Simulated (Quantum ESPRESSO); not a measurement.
# Equation of state of wurtzite CdS (space group 186): energy against volume (Quantum ESPRESSO, LDA)

```
CELL_PARAMETERS angstrom
      3.97898     0.00000     0.00000
     -1.98949     3.44590     0.00000
      0.00000     0.00000     6.45864
ATOMIC_POSITIONS crystal
  Cd 0.33333 0.66667 0.00000
  Cd 0.66667 0.33333 0.50000
  S  0.33333 0.66667 0.37700
  S  0.66667 0.33333 0.87700
```

Method of the run: LDA (PZ), GBRV 1.5 ultrasoft (LDA) pseudopotentials (plane waves; Quantum ESPRESSO 7.5). Settings: ecutwfc = 52 Ry; ecutrho = 260 Ry; occupations = smearing; smearing = fermi-dirac; degauss = 0.000734986 Ry; potentials = {Cd: cd_lda_v1.uspp.F.UPF, S: s_lda_v1.4.uspp.F.UPF}; K_POINTS = automatic 9 9 5 0 0 0; conv_thr = 1e-10 Ry. The cell above is the first row's. The rows scale it uniformly. In all rows fractional positions and the k mesh are held. E is the free energy at the stated smearing, counted from the lowest row.

| V (Å^3/atom) | E (meV/atom) |
|---|---|
| 22.139 | 35.12 |
| 22.620 | 18.48 |
| 23.101 | 7.50 |
| 23.583 | 1.51 |
| 24.064 | 0.00 |
| 24.545 | 2.50 |
| 25.027 | 8.60 |
| 25.508 | 17.88 |
| 25.989 | ? |

Task: Fit E against V with the third-order Birch-Murnaghan form, a cubic in V^(-2/3), and predict the withheld value at V = 25.989.

Result: With u = V^(-2/3) - 0.121, the rows have u = 0.005832, 0.004027, 0.002286, 0.000600, -0.001026, -0.002598, -0.004123, -0.005597. Least squares gives E = 0.461 + 1256.7·u + 791729·u² + 1999712·u³. Residuals (row less fit): 0.005, -0.012, 0.005, 0.010, -0.003, -0.005, 0.002, 0.001; standard error 0.009 (degrees of freedom: 4). Its minimum lies at u = -0.000796, so V0 = (0.120204)^(-3/2) = 24.00. There d²E/du² = 1574000 and d³E/du³ = 1.200e7, so B0 = (4/9) × 24.00^(-7/3) × 1574000 × 0.160218 = 67.5 GPa (the last factor turns the table's units into GPa), and B0' = 4 + (2/3) × 0.120204 × (1.200e7)/1574000 = 4.6. The program's pressures in the fitted runs (not shown) pass through zero at V = 23.79, 0.86 % from this V0. At the withheld row, u = -0.007026, so E = 0.461 + 1256.7 × (-0.007026) + 791729 × (-0.007026)² + 1999712 × (-0.007026)³ = 30.021 meV/atom. The calculation gives 30.05 meV/atom, 0.029 meV/atom above the prediction (0.1 % of the range of E in the table). The row lies outside the fitted rows, so this is an extrapolation. From the scatter of the fitted rows alone, a prediction at this place has a standard error of 0.021 meV/atom, so the miss is 1.4 times that.

Carrying the step between the two nearest rows on in a straight line would have given 27.16, off by 2.89; series whose last step already gives the withheld value aren't shown. The scan was laid around a cell of about the measured size, scaled by a guess for this functional; axis ratios and inner coordinates come from that cell. The runs keep the symmetry of the cell, so they don't test it for distortions. The shape of the cell and the inner coordinates aren't relaxed, so V0 and B0 belong to this uniform scaling; a relaxed crystal lies no higher in energy and is usually softer. Cutoffs and mesh are single choices, not tested for convergence of this quantity. Series with a scatter that would blur these digits, or in which a gap closes, are not shown. Nor are scans whose minimum lies at an end fitted in this form.
